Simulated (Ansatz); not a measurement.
Base system: AlN in the wurtzite structure (space group P6_3mc, No. 186).

```yaml
crystal:
  lattice:
    - [3.11382, 0.00000, 0.00000]
    - [-1.55691, 2.69665, 0.00000]
    - [0.00000, 0.00000, 4.98358]
  atoms:
    - { symbol: Al, position: [0.33333, 0.66667, 0.99641] }
    - { symbol: Al, position: [0.66667, 0.33333, 0.49641] }
    - { symbol: N, position: [0.33333, 0.66667, 0.37839] }
    - { symbol: N, position: [0.66667, 0.33333, 0.87839] }
```

Levels (all Ansatz, an electronic-structure program, PAW): PBEsol (420 eV, scalar-relativistic without spin-orbit coupling); HSE06 (420 eV, scalar-relativistic without spin-orbit coupling).

Its gap is 4.09 eV with PBEsol and 5.54 eV with HSE06.

Modification: cell and atoms relaxed at a pressure of 15 GPa.

With PBEsol the gap becomes 4.64 eV.

**Question.** If the HSE06 correction stayed the same, what would the HSE06 gap be, and what does the HSE06 run give?

**Answer.** A rigid correction of +1.45 eV gives 6.09 eV. The HSE06 run gives 6.14 eV, so the correction itself changes by +0.05 eV.

Single points use the geometry relaxed with PBEsol. Load acts through the strain it causes; cell and atoms are relaxed under it. Stability against distortions was not tested. Measured, AlN leaves this structure (for rock salt) near 14 GPa (temperature not stated; as listed in Datta, Sujoy, Jana, Debnarayan, arXiv (2020)), on rising pressure, with hysteresis.
